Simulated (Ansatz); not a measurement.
The parent structure is Si in the diamond structure (space group Fd-3m, No. 227; a = 5.4338 Å). Axes: x, y, z lie along the cube axes.

Perturbation: biaxial strain +2.50 %, plane normal [110], relaxed out of plane (Cartesian); in-plane vectors clamped, the third vector and the atoms free.

Levels (all Ansatz, a program for electronic structure, PAW): PBEsol (420 eV, no spin-orbit coupling); r2SCAN (500 eV, without spin-orbit coupling); HSE06 (420 eV, without spin-orbit coupling).

One geometry, relaxed with PBEsol, under each level:

```json
[
 {"level": "PBEsol", "band gap": "0.28 eV", "lowest conduction level above the VBM at special points": "X 0.30 eV; T 0.41 eV; Σ₀ 0.88 eV; F₂ 0.88 eV", "electron mass": "0.97 mₑ along k, 0.19 mₑ across (off the special points)", "pressure": "-3.26 GPa"},
 {"level": "r2SCAN", "band gap": "0.55 eV", "lowest conduction level above the VBM at special points": "X 0.59 eV; T 0.71 eV; Σ₀ 1.18 eV; F₂ 1.18 eV", "electron mass": "0.95 mₑ along k, 0.19 mₑ across (off the special points)", "pressure": "-2.88 GPa"},
 {"level": "HSE06", "band gap": "0.93 eV", "lowest conduction level above the VBM at special points": "X 0.96 eV; T 1.08 eV; Σ₀ 1.58 eV; Γ 2.84 eV", "electron mass": "–", "pressure": "–"}
]
```

A biaxial case was relaxed in a doubled cell and then solved in the primitive one. Single points use the geometry relaxed with PBEsol. Their cutoffs differ, which shifts pressures a little. The hybrid gap comes from the SCF mesh plus the semilocal run's edge points and a few special points and is an upper bound. Effective masses come from finite differences of ±0.01 Å⁻¹. Along k means along the line from Γ to the band edge. Stability against distortions was not tested. The zero or small gap of Si under biaxial strain +2.50 %, plane normal [110], relaxed out of plane can change with the level of theory. k-point labels follow each cell's own Brillouin zone.
